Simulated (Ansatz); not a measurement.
Take Pt in the fcc (Cu type) structure (space group Fm-3m, No. 225; a = 3.8954 Å; relaxed with 0.1 eV smearing) as the base. Axes: x, y, z lie along the cube axes.

All numbers come from Ansatz (a program for electronic structure) LDA, scalar-relativistic without spin-orbit coupling.

Before the change:

The pressure is 0.0 GPa.

Modification: the cell is stretched by 2.00 % along z with no lateral relaxation; the atoms relax in the strained cell.

Question: Predict the new pressure.

Answer: The pressure (mean of the normal stresses, compression positive) goes from zero to -5.7 GPa.

Stability against distortions was not tested. All final runs are without spin polarisation. Pt lies near a magnetic instability that expansion can trigger; it was not tested.
